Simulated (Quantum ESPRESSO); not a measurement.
```
ZrVCr
1.0
   -2.50252     2.67225     3.64980
    2.50252    -2.67225     3.64980
    2.50252     2.67225    -3.64980
Zr V Cr
2 2 2
Direct
  0.12748   0.87748   0.25000
  0.87252   0.12252   0.75000
  0.50000   0.50000   0.00000
  0.00000   0.50000   0.50000
  0.50000   0.50000   0.50000
  0.50000   0.00000   0.00000
```

Computed with LDA (PZ), GBRV 1.5 ultrasoft (LDA) pseudopotentials (plane waves; Quantum ESPRESSO 7.5).

The set-up and first iterations of a Quantum ESPRESSO log for ZrVCr (Imma, 6 atoms in the cell):

```
     Message from routine setup:
     using ibrav=0 with symmetry is DISCOURAGED, use correct ibrav instead
     G-vector sticks info
     --------------------
     sticks:   dense  smooth     PW     G-vecs:    dense   smooth      PW
     Sum        3039    1513    437                88881    31401    5039

     bravais-lattice index     =            0
     lattice parameter (alat)  =       9.7691  a.u.
     unit-cell volume          =     658.8423 (a.u.)^3
     number of atoms/cell      =            6
     number of atomic types    =            3
     number of electrons       =        78.00
     number of Kohn-Sham states=           47
     kinetic-energy cutoff     =      50.0000  Ry
     charge density cutoff     =     400.0000  Ry
     scf convergence threshold =      1.0E-09
     mixing beta               =       0.5000
     number of iterations used =            8  plain     mixing
     Exchange-correlation=  SLA  PZ   NOGX NOGC
   [... lines left out ...]
         5        Cr     tau(   5) = (   0.2420431   0.2584592   0.3530071  )
         6        Cr     tau(   6) = (  -0.2420431   0.2584592   0.3530071  )

   Crystallographic axes

     site n.     atom                  positions (cryst. coord.)
         1        Zr     tau(   1) = (  0.1274800  0.8774800  0.2500000  )
         2        Zr     tau(   2) = (  0.8725200  0.1225200  0.7500000  )
         3        V      tau(   3) = (  0.5000000  0.5000000  0.0000000  )
         4        V      tau(   4) = (  0.0000000  0.5000000  0.5000000  )
         5        Cr     tau(   5) = (  0.5000000  0.5000000  0.5000000  )
         6        Cr     tau(   6) = (  0.5000000  0.0000000  0.0000000  )

     number of k points=    27  Gaussian smearing, width (Ry)=  0.0073
                       cart. coord. in units 2pi/alat
        k(    1) = (   0.0000000   0.0000000   0.0000000), wk =   0.0160000
        k(    2) = (   0.2065748   0.1934542   0.0000000), wk =   0.0640000
        k(    3) = (   0.4131496   0.3869083   0.0000000), wk =   0.0640000
   [... 24 lines left out ...]

     Dense  grid:    88881 G-vectors     FFT dimensions: (  64,  64,  64)

     Smooth grid:    31401 G-vectors     FFT dimensions: (  48,  45,  48)

     Initial potential from superposition of free atoms

     starting charge      75.9943, renormalised to      78.0000

     negative rho (up, down):  1.247E-01 0.000E+00
     Self-consistent Calculation

     iteration #  1     ecut=    50.00 Ry     beta= 0.50

---- Real-time Memory Report at c_bands before calling an iterative solver
           330 MiB given to the printing process from OS
           143 MiB allocation reported by mallinfo(arena+hblkhd)
------------------

     negative rho (up, down):  1.230E-01 0.000E+00

     total energy              =    -834.72945970 Ry
     estimated scf accuracy    <       8.49244251 Ry

     iteration #  2     ecut=    50.00 Ry     beta= 0.50

---- Real-time Memory Report at c_bands before calling an iterative solver
           424 MiB given to the printing process from OS
           166 MiB allocation reported by mallinfo(arena+hblkhd)
------------------

     negative rho (up, down):  1.230E-01 0.000E+00

     total energy              =    -835.65708792 Ry
     estimated scf accuracy    <      90.77995651 Ry

     iteration #  3     ecut=    50.00 Ry     beta= 0.50

---- Real-time Memory Report at c_bands before calling an iterative solver
           424 MiB given to the printing process from OS
           167 MiB allocation reported by mallinfo(arena+hblkhd)
------------------

     negative rho (up, down):  1.227E-01 0.000E+00

     total energy              =    -839.11866836 Ry
     estimated scf accuracy    <      18.84438994 Ry
```

Problem. How does the run end?

Solution. The run converged in 31 iterations. Convergence of the loop says nothing yet on basis, mesh or lower states. Warnings to mind: c_bands:  1 eigenvalues not converged. It ends on: free energy E − TS -11424.8709 eV; Fermi level (on the code's own zero) 15.16 eV; pressure -14.22 GPa; largest force (vector length) 0.022 eV/Å. The log goes on:

```
   [... 26 blocks of this kind left out ...]

     iteration # 30     ecut=    50.00 Ry     beta= 0.50

---- Real-time Memory Report at c_bands before calling an iterative solver
           430 MiB given to the printing process from OS
           174 MiB allocation reported by mallinfo(arena+hblkhd)
------------------

     negative rho (up, down):  1.250E-01 0.000E+00

     total energy              =    -839.71252486 Ry
     estimated scf accuracy    <          9.1E-09 Ry

     iteration # 31     ecut=    50.00 Ry     beta= 0.50

---- Real-time Memory Report at c_bands before calling an iterative solver
           430 MiB given to the printing process from OS
           174 MiB allocation reported by mallinfo(arena+hblkhd)
------------------

     negative rho (up, down):  1.250E-01 0.000E+00
     End of self-consistent calculation

     the Fermi energy is    15.1623 ev

!    total energy              =    -839.71252486 Ry
     estimated scf accuracy    <          5.2E-10 Ry
     smearing contrib. (-TS)   =      -0.00319652 Ry
     internal energy E=F+TS    =    -839.70932833 Ry

     convergence has been achieved in  31 iterations

     negative rho (up, down):  1.250E-01 0.000E+00

     Forces acting on atoms (cartesian axes, Ry/au):

     atom    1 type  1   force =    -0.00000000    0.00000000    0.00086577
     atom    2 type  1   force =     0.00000000    0.00000000   -0.00086577
     atom    3 type  2   force =     0.00000000   -0.00000000   -0.00000000
     atom    4 type  2   force =    -0.00000000   -0.00000000    0.00000000
     atom    5 type  3   force =    -0.00000000   -0.00000000   -0.00000000
     atom    6 type  3   force =    -0.00000000    0.00000000   -0.00000000

     Total force =     0.001224     Total SCF correction =     0.000007

     negative rho (up, down):  1.250E-01 0.000E+00
          total   stress  (Ry/bohr**3)                   (kbar)     P=     -142.16
  -0.00093233  -0.00000000   0.00000000         -137.15       -0.00        0.00
   0.00000000  -0.00099765   0.00000000            0.00     -146.76        0.00
   0.00000000   0.00000000  -0.00096909            0.00        0.00     -142.56

   JOB DONE.
```

For comparison: a first run (DFT, PBEsol, plane waves, GBRV 1.5 ultrasoft (PBESOL) pseudopotentials) was changed to give this one (pseudopotentials: {Zr: zr_pbesol_v1.uspp.F.UPF, V: v_pbesol_v1.4.uspp.F.UPF, Cr: cr_pbesol_v1.5.uspp.F.UPF} → {Zr: zr_lda_v1.uspp.F.UPF, V: v_lda_v1.4.uspp.F.UPF, Cr: cr_lda_v1.5.uspp.F.UPF}), and from it to this one the pressure goes from -9.82 to -14.22 GPa and the largest force goes from 0.010 to 0.022 eV/Å.

The starting cell comes from a database of computed structures (which also holds hypothetical and non-ambient phases and stackings), without a prior relaxation at this level. Its lattice was rescaled by a random factor within 2.5 % of one. Spin polarisation is off. With a pressure of about -14 GPa the cell is away from its equilibrium volume at this level.

The run was DFT, LDA (PZ), plane waves, GBRV 1.5 ultrasoft (LDA) pseudopotentials. Main settings of its input:

- ecutwfc = 50 Ry
- ecutrho = 400 Ry
- occupations = smearing
- smearing = gauss
- degauss = 0.0073499 Ry
- potentials = {Zr: zr_lda_v1.uspp.F.UPF, V: v_lda_v1.4.uspp.F.UPF, Cr: cr_lda_v1.5.uspp.F.UPF}
- K_POINTS = automatic 5 5 5 0 0 0
- conv_thr = 1e-09 Ry
- mixing_beta = 0.5
